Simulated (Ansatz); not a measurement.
Electronic density of states of amorphous Zr20O43Ga2, density 5.34 g/cm³, on a 2×2×2 Γ-centred mesh with a Gaussian width of 0.1 eV; energies count from the Fermi level, whose place inside the gap is arbitrary. Cell and mesh are small, so fine structure isn't converged. The numbers are results of PBE, scalar-relativistic without spin-orbit coupling (plane waves to 420 eV, PAW; Ansatz, a first-principles code), not measurements. Sampling: a 2×2×2 Γ-centred mesh; Fermi-Dirac width 0.02 eV; no spin polarisation. At PBE the levels at the filled edge of the gap are localised (band-tail or defect states), and the nearest spread-out levels lie 3.6 eV apart at the zone centre.

The cell was made by melting and quenching with the CHGNet potential and then relaxed with DFT. O atoms were pushed apart under 1.9 Å during the dynamics, to hinder bonds among them. The hot cell started wider than the set density and was brought back towards it in steps. It is the lowest in DFT energy of 2 quenches. It is a model cell: composition and starting density were chosen by hand, and all elements were melted together. No dispersion term was used. Its density started from a set value of 5.29 and ended at 5.34 g/cm³. The simulated quench (nominally 300 K/ps over its main leg) is rapid and tends to freeze in more defects than a deposited or slowly cooled glass has. A cell of this size samples the disorder only roughly. Volume and shape were free in the relaxation.

```
E - EF (eV)  states/(eV atom)
-----------  ----------------
-12.00                   0.00
-11.90                   0.00
-11.80                   0.00
-11.70                   0.00
-11.60                   0.00
-11.50                   0.00
-11.40                   0.00
-11.30                   0.00
-11.20                   0.00
-11.10                   0.00
-11.00                   0.00
-10.90                   0.00
-10.80                   0.00
-10.70                   0.00
-10.60                   0.00
-10.50                   0.00
-10.40                   0.00
-10.30                   0.00
-10.20                   0.00
-10.10                   0.00
-10.00                   0.00
-9.90                    0.00
-9.80                    0.00
-9.70                    0.00
-9.60                    0.00
-9.50                    0.00
-9.40                    0.00
-9.30                    0.00
-9.20                    0.00
-9.10                    0.00
-9.00                    0.00
-8.90                    0.00
-8.80                    0.00
-8.70                    0.00
-8.60                    0.00
-8.50                    0.00
-8.40                    0.00
-8.30                    0.00
-8.20                    0.00
-8.10                    0.00
-8.00                    0.04
-7.90                    0.15
-7.80                    0.10
-7.70                    0.01
-7.60                    0.01
-7.50                    0.10
-7.40                    0.15
-7.30                    0.04
-7.20                    0.00
-7.10                    0.00
-7.00                    0.00
-6.90                    0.00
-6.80                    0.00
-6.70                    0.02
-6.60                    0.12
-6.50                    0.30
-6.40                    0.43
-6.30                    0.52
-6.20                    0.61
-6.10                    0.70
-6.00                    0.77
-5.90                    0.79
-5.80                    0.80
-5.70                    0.87
-5.60                    0.88
-5.50                    0.86
-5.40                    0.87
-5.30                    0.84
-5.20                    0.81
-5.10                    0.81
-5.00                    0.80
-4.90                    0.84
-4.80                    0.87
-4.70                    0.82
-4.60                    0.78
-4.50                    0.79
-4.40                    0.86
-4.30                    0.89
-4.20                    0.89
-4.10                    0.85
-4.00                    0.78
-3.90                    0.80
-3.80                    0.85
-3.70                    0.95
-3.60                    1.01
-3.50                    1.00
-3.40                    0.99
-3.30                    1.02
-3.20                    0.98
-3.10                    0.97
-3.00                    1.04
-2.90                    1.03
-2.80                    1.00
-2.70                    0.97
-2.60                    0.94
-2.50                    0.87
-2.40                    0.80
-2.30                    0.76
-2.20                    0.71
-2.10                    0.67
-2.00                    0.55
-1.90                    0.40
-1.80                    0.28
-1.70                    0.19
-1.60                    0.09
-1.50                    0.01
-1.40                    0.00
-1.30                    0.00
-1.20                    0.00
-1.10                    0.00
-1.00                    0.00
-0.90                    0.00
-0.80                    0.00
-0.70                    0.00
-0.60                    0.00
-0.50                    0.00
-0.40                    0.00
-0.30                    0.00
-0.20                    0.00
-0.10                    0.00
0.00                     0.00
0.10                     0.00
0.20                     0.00
0.30                     0.00
0.40                     0.00
0.50                     0.00
0.60                     0.00
0.70                     0.00
0.80                     0.00
0.90                     0.00
1.00                     0.00
1.10                     0.00
1.20                     0.00
1.30                     0.00
1.40                     0.00
1.50                     0.02
1.60                     0.10
1.70                     0.14
1.80                     0.06
1.90                     0.14
2.00                     0.34
2.10                     0.42
2.20                     0.43
2.30                     0.48
2.40                     0.61
2.50                     0.71
2.60                     0.70
2.70                     0.69
2.80                     0.75
2.90                     0.74
3.00                     0.69
3.10                     0.61
3.20                     0.61
3.30                     0.71
3.40                     0.73
3.50                     0.74
```

The level gap on this mesh is 3.26 eV; the broadening fills part of it in the curve.
